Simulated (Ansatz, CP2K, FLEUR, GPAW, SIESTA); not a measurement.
**Code comparison for Tl2Pd (C2/c, 6 atoms in the cell)**

Self-consistent single point.

```xyz
6
Lattice="4.4443 -3.3993 0.0000 4.4443 3.3993 0.0000 -3.7513 0.0000 4.4464" Properties=species:S:1:pos:R:3 pbc="T T T"
Tl     5.2961     1.1292     0.7401
Tl    -0.1588    -1.1292     3.7063
Tl     1.7168     1.1292     1.4831
Tl     3.4205    -1.1292     2.9632
Pd     3.5065     3.3938     1.1116
Pd     1.6308    -3.3938     3.3348
```

Shared settings, as Ansatz (a first-principles code) writes them: kpoints.mp_grid.grid = 3 3 4; scf.occupations.method = gaussian; scf.occupations.width = 0.01 Ry. Potentials and cutoffs stand in the table.

```json
[
 {"code": "SIESTA", "model": "GGA PBEsol, numerical atomic orbitals DZP, PseudoDojo PBEsol standard norm-conserving potentials (rewritten from UPF to PSML)", "pressure (GPa)": "-2.79", "largest force (eV/Å)": "0.051", "cutoff": "grid 350 Ry"},
 {"code": "Ansatz", "model": "PBEsol, PAW files made with PBE", "pressure (GPa)": "-2.60", "largest force (eV/Å)": "0.095", "cutoff": "default"},
 {"code": "FLEUR", "model": "PBEsol, all-electron FLAPW (FLEUR), scalar-relativistic valence", "pressure (GPa)": "–", "largest force (eV/Å)": "0.090", "cutoff": "Kmax 3.9 1/bohr"},
 {"code": "CP2K", "model": "PBEsol, GPW, DZVP-MOLOPT-SR-GTH basis, GTH-PBE potentials (GTH_POTENTIALS)", "pressure (GPa)": "-1.11", "largest force (eV/Å)": "0.065", "cutoff": "grid 500 Ry"},
 {"code": "GPAW", "model": "PBEsol, GPAW PAW datasets PBEsol (made by gpaw-setup)", "pressure (GPa)": "-2.93", "largest force (eV/Å)": "0.094", "cutoff": "600 eV"}
]
```

Size of the force on each atom (eV/Å): Sizes of forces hide their directions.

| code | Tl1 | Tl2 | Tl3 | Tl4 | Pd5 | Pd6 |
|---|---|---|---|---|---|---|
| SIESTA | 0.051 | 0.051 | 0.051 | 0.051 | 0.017 | 0.017 |
| Ansatz | 0.095 | 0.095 | 0.095 | 0.095 | 0.010 | 0.010 |
| FLEUR | 0.090 | 0.090 | 0.090 | 0.090 | 0.010 | 0.010 |
| CP2K | 0.065 | 0.065 | 0.065 | 0.065 | 0.015 | 0.015 |
| GPAW | 0.094 | 0.094 | 0.094 | 0.094 | 0.011 | 0.011 |

A dash marks a value that a program does not give, or that is left out as unsure.

On Ansatz's run: spin-orbit coupling is off. Spin polarisation is off.

The spread over the programs that give each value: pressure within 1.82 GPa; largest force within 0.044 eV/Å.

SIESTA and CP2K use small atom-centred bases, whose incompleteness enters pressures, forces and empty levels differently from a plane-wave cutoff. FLEUR treats all electrons, but the usual bases taken here (sphere radii, linearisation, local orbitals, empty states) were not tested for convergence, so the values are no reference for the others. Ansatz's pressure is given at a fixed set of plane waves, as the other plane-wave codes print theirs. In the pressure, CP2K (by 1.66) lies more than 1 GPa from the median of the plane-wave programs.

The shared mesh is coarse (it stands for a supercell whose shortest vector is 17 Å), so the values are not converged in it.

The starting cell comes from a database of computed structures (which also holds hypothetical and non-ambient phases and stackings), without a prior relaxation at this level. Its lattice was rescaled by a random factor within 2.5 % of one.

Left out of this page: Elk (not drawn, or without a comparable value).

Keys are those of Ansatz 0.2.
